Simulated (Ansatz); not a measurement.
The starting structures come from a database of crystals and need not be the phases stable at ambient conditions.

# Evanescent states of ZrS$_{2}$ (P-3m1, CdI2 type, 3 atoms a cell, 21.8 Å³ an atom, 3 GPa at this level) along the normal of (111)

The numbers are results of r2SCAN (plane waves, PAW; Ansatz, a quantum-chemistry and plane-wave program), not measurements.

The gap is the functional's own, uncorrected, and κ follows it; spin-orbit coupling is left out. Mid-gap means the computed energy nearest the middle.

Energies count from the valence-band top; κ is the least over a 6×6 mesh across the current.

| E (eV) | κ (1/Å) | where |
|---|---|---|
| 0.03 | 0.110 | Γ |
| 0.09 | 0.126 | Γ |
| 0.15 | 0.136 | Γ |
| 0.21 | 0.143 | Γ |
| 0.27 | 0.150 | Γ |
| 0.33 | 0.156 | Γ |
| 0.39 | 0.161 | Γ |
| 0.45 | 0.166 | Γ |
| 0.51 | 0.169 | Γ |
| 0.57 | 0.161 | Γ |
| 0.63 | 0.151 | Γ |
| 0.69 | 0.140 | Γ |
| 0.75 | 0.125 | Γ |
| 0.81 | 0.108 | Γ |
| 0.87 | 0.085 | Γ |
| 0.93 | 0.049 | Γ |

Task: How thick must the barrier be to attenuate the transmission by 10^4 when the electrodes' Fermi level lies at 0.45 eV, and what attenuation does that film give at 0.63 eV?

Result: d = 4 ln 10 / (2 × 0.166) = 27.7 Å. At 0.63 eV it gives 4 × 0.151/0.166 = 3.6 decades.
